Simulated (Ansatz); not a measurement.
## Ag vacancy + 1 H in rock-salt AgCl

Calculation: PBE, PAW (plane waves to 420 eV; Ansatz, a first-principles code). The supercell holds 64 host sites (2×2×2 repeats of a cell of 8 atoms), with a 2×2×2 shifted k-point sampling for the final energies. Sites at the start: the Ag site; 1 H on the vacancy's neighbours. Finite-size correction: monopole term and site-potential alignment. Dielectric constants: PBE linear response of the host. Host gap at this level: 0.92 eV. A cell of this size leaves errors of a few tenths of an eV. Levels are measured in PBE's own, too narrow, gap. Spin–orbit coupling is left out. Each state is the lowest found from its start.

Formation energies E_f are given with the Fermi level at the valence-band maximum. Chemical conditions: Ag-rich (Δμ(Ag) = 0.00 eV, Δμ(H) = -0.010 eV, bounded by HCl molecule; only phases computed here count, gases as isolated molecules at 0 K); Cl-rich (Δμ(Ag) = -0.90 eV, Δμ(H) = -0.91 eV, bounded by HCl molecule; only phases computed here count, gases as isolated molecules at 0 K). Reference phases: Ag: fcc Ag, H: H2 molecule in a box.

The name describes the start; the neighbours show where the atoms ended.

Charges with a result: +1, 0, −1. Others weren't obtained, and one of them could lie lower, also by skipping a charge.

| charge | moment (μB) | point group | largest move off a lattice site (Å) | neighbours of the last H atom of the defect at the end (Å) | image correction with alignment (eV) | E_f, Ag-rich (eV) | E_f, Cl-rich (eV) |
|---|---|---|---|---|---|---|---|
| +1* | fractional | – | 0.78 | Cl 1.30, Cl 3.10, Cl 3.16, Cl 3.21, Cl 3.22, Cl 3.29 | – | – | – |
| 0 | not spin-polarised | near C4v | 0.46 | Cl 1.30, Cl 3.12, Cl 3.13, Cl 3.14, Cl 3.15 | 0.00 | 0.37 | 0.37 |
| −1* | quenched | – | 0.48 | Cl 1.31, Cl 3.09, Cl 3.12, Cl 3.13, Cl 3.14 | – | – | – |

* At this level the carrier isn't localised at the defect: at charge +1 holes occupy the valence band; at charge −1 electrons occupy the conduction band. Such a state is shallow or no state of the defect, and this cell gives it no level.

Point groups are those of the whole cell at tolerances of 0.03 and 0.1 Å ("near" where only the looser one holds); none is given for unsettled states.

Starting moments that weren't kept: charge +1 began with 1 μB and ended with 0.4; charge −1 began with 1 μB and ended with 0.0.

Flagged in the runs: a strain field that reaches the edge of the cell.
